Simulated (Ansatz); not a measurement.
AlP in the zinc blende structure (space group F-43m, No. 216)

AlP is taken in the cubic space group F-43m (No. 216), the zinc blende structure, Pearson symbol cF8. Lattice parameters: a = b = c = 5.4705 Å, α = β = γ = 90.00°. P on 4d is surrounded by 4 Al at 2.369 Å (tetrahedral). Al on 4a is coordinated by 4 P at 2.369 Å (tetrahedral). (Neighbours: up to the widest gap in distance over summed covalent radii, below 1.35, at either atom; cation-cation and far metal-metal contacts left out.)
(The calculation used a cell of 2 atoms; values per cell refer to that cell.)

All numbers come from Kohn–Sham DFT with the PBEsol functional, run in Ansatz (a quantum-chemistry and plane-wave program) with PAW and 420 eV plane waves, no spin-orbit coupling. k-mesh 10×10×10 (Γ-centred); smearing 0.05 eV (Fermi–Dirac).

| Item | Result |
|---|---|
| Volume per atom | 20.46 Å³ |
| Density | 2.35 g/cm³ |
| Band gap | 1.45 eV, indirect, Γ → X |
| Electron mass | 0.77 mₑ along k, 0.24 mₑ across |
| Hole mass (degenerate bands, along [100]) | 0.19, 0.54, 0.54 mₑ |
| Lowest conduction-band minima above the VBM | X along ⟨100⟩ 1.45 eV; L along ⟨111⟩ 2.71 eV |
| Total energy | -632.868 eV/atom (σ→0; compares only within this code and set-up) |

Effective masses come from finite differences of ±0.01 Å⁻¹. Along k means along the line from Γ to the band edge. Whether these cells are dynamically stable was not tested.
